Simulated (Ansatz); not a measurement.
Results of r²SCAN in Ansatz (plane waves, PAW) for GeSi₃ (model structure, P-4m2, No. 115, 4 atoms in the cell).

Numerical settings: plane-wave cutoff 560 eV, 10×10×6 k mesh (along the axes of the cell as run), Fermi–Dirac smearing 0.01 eV, scalar-relativistic PAW data made under PBE.

Cell (relaxed at this level):

```cif
data_GeSi3
_chemical_formula_sum 'Si3 Ge1'
_space_group_name_H-M_alt 'P 1'
_space_group_IT_number 1
_cell_length_a 3.88466
_cell_length_b 3.88466
_cell_length_c 5.49210
_cell_angle_alpha 90.000
_cell_angle_beta 90.000
_cell_angle_gamma 90.000
loop_
_space_group_symop_operation_xyz
  'x, y, z'
loop_
_atom_site_label
_atom_site_type_symbol
_atom_site_fract_x
_atom_site_fract_y
_atom_site_fract_z
_atom_site_occupancy
Si1 Si 0.50000 0.00000 0.75487 1
Si2 Si 0.00000 0.00000 0.00000 1
Si3 Si 0.00000 0.50000 0.24513 1
Ge1 Ge 0.50000 0.50000 0.50000 1
```

Question: Predict the band gap and smallest direct gap on the k points sampled.

Answer: 
- band gap: 0.56 eV (indirect)
- smallest direct gap on the k points sampled: 0.85 eV

Note: the relaxation could raise the start's symmetry but not lower it, so the cell can be a saddle point.

Spin–orbit coupling is not included.

Static lattice: no zero-point or thermal effects.

The result took roughly 50 core-seconds.

A model structure was made by putting elements into a prototype or built by hand; it is no filed structure, need not be a known phase, and can be a saddle point held by its symmetry.

Ansatz is a first-principles code.
